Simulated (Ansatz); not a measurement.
Functionals compared on F on the 1x1 (100) surface of rock-salt MgO (cut with top plane Mg + O), one in a 2x2 cell, started at the site 'hollow Mg-Mg-O-O', in Ansatz (plane waves, PAW). The structure was relaxed with PBE; the other rows are single points on it, each with its references at the same level. Cutoff 420 eV (500 eV for r2SCAN). The points keep PBE's geometry, so the relaxation of a polaron and the settling of charge on one site are left out.

Host crystal: rock-salt MgO, with a band gap (PBE, scalar-relativistic without spin-orbit coupling).

Set-up: 33 atoms, 6.4 Å thick at the start under the adsorbate (thin: gaps and levels are the slab's own); mesh 3x3x1; 0.01 eV smearing; dipole correction on; 16 atoms held, the rest relaxed; symmetry of the start imposed; spin-polarised, ending with about 1.0 μB a cell; orders that need a larger cell were not tried, no spin-orbit, no U, no dispersion correction. At the end it is bonded to 2 Mg. In PBE this state lies 0.03 eV over the lowest of the starts that converged ('bridge Mg-O (span 2.1 Å)'). These notes are the PBE run's. RPBE: The program's check for a lower electronic state was not made. r2SCAN: The program's check for a lower electronic state was not made. Adsorption energies are against ½ F2(g). A negative adsorption energy means that the adsorbate is more stable on the surface than in its reference.

```
functional  adsorption energy (eV)  magnetic moment of the cell (μB)         rough cost of the single point
----------  ----------------------  --------------------------------  -------------------------------------
PBE                          -0.99                              1.00                                      –
RPBE                           ___                              1.00  about 5 core-minutes (a rough figure)
r2SCAN                       -1.04                              1.00                 roughly 8 core-minutes
```

**Question.** Some entries are withheld; supply them.

**Answer.** 
- RPBE, adsorption energy (eV): -0.91

Ansatz is a program for electronic structure.
